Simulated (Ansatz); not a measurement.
The parent structure is LaP in the CsCl type structure (space group Pm-3m, No. 221; a = 3.641 Å; a hypothetical phase, not in the database extracts checked; relaxed with 0.1 eV smearing). Axes: x, y, z lie along the cube axes.

Method: PBE in Ansatz (plane waves to 420 eV, PAW, no spin-orbit coupling).

The change: the cell is stretched by 3.75 % along x with no lateral relaxation, atoms relaxed at fixed cell.

**Question.** Predict the stress tensor and what it implies for the stiffness.

**Answer.** Stress of the strained cell less that of the base (GPa, compression positive):
```
   -5.2     0.0     0.0
    0.0    -1.3     0.0
    0.0     0.0    -1.3
```

Then −Δσ_ii/ε with ε = 0.0375 gives secant stiffness values (nonlinear terms included at this strain): C11 ≈ 140 GPa, C12 ≈ 35 GPa and C13 ≈ 35 GPa.

As a check, the harmonic strain energy −½ V₀ Δσ:ε is 15 meV/atom; the computed energy rise is 15 meV/atom.

Stability against distortions was not tested. The final runs are not spin-polarised.

Ansatz is a program for electronic structure.
